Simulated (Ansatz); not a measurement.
**RuSi: pressure series**

Take RuSi (space group P2_13, No. 198; a = 4.736 Å) as the base.

Cell and atoms are relaxed at each pressure.

Levels (all Ansatz, a quantum-chemistry and plane-wave program, PAW): PBE (420 eV, spin-orbit coupling left out); r2SCAN (500 eV, no spin-orbit coupling).

The base cell above is that of PBE; each level relaxes its own structures.

```json
[
 {"case": "pressure −2 GPa", "lattice parameter a, PBE": "475.2 pm", "lattice parameter a, r2SCAN": "471.9 pm"},
 {"case": "pressure −1 GPa", "lattice parameter a, PBE": "474.4 pm", "lattice parameter a, r2SCAN": "471.2 pm"},
 {"case": "pressure 1.8 GPa", "lattice parameter a, PBE": "472.2 pm", "lattice parameter a, r2SCAN": "(withheld)"},
 {"case": "pressure 4.2 GPa", "lattice parameter a, PBE": "470.5 pm", "lattice parameter a, r2SCAN": "467.7 pm"},
 {"case": "pressure 9 GPa", "lattice parameter a, PBE": "467.4 pm", "lattice parameter a, r2SCAN": "(withheld)"},
 {"case": "pressure 18 GPa", "lattice parameter a, PBE": "462.4 pm", "lattice parameter a, r2SCAN": "(withheld)"},
 {"case": "pressure 30 GPa", "lattice parameter a, PBE": "456.7 pm", "lattice parameter a, r2SCAN": "454.7 pm"},
 {"case": "pressure 45 GPa", "lattice parameter a, PBE": "450.8 pm", "lattice parameter a, r2SCAN": "(withheld)"},
 {"case": "pressure 60 GPa", "lattice parameter a, PBE": "445.9 pm", "lattice parameter a, r2SCAN": "444.3 pm"}
]
```

**Question.** What belongs in the blanks?

**Answer.** 
- pressure 1.8 GPa, lattice parameter a, r2SCAN: 469.2 pm
- pressure 9 GPa, lattice parameter a, r2SCAN: 464.8 pm
- pressure 18 GPa, lattice parameter a, r2SCAN: 460.0 pm
- pressure 45 GPa, lattice parameter a, r2SCAN: 449.1 pm

PBE lies above r2SCAN in every row, by 1.5 pm to 3.2 pm. They put the cases in the same order.

Load acts through the strain it causes; cell and atoms are relaxed under it. Stability against distortions was not tested. Competing high-pressure phases were not computed.
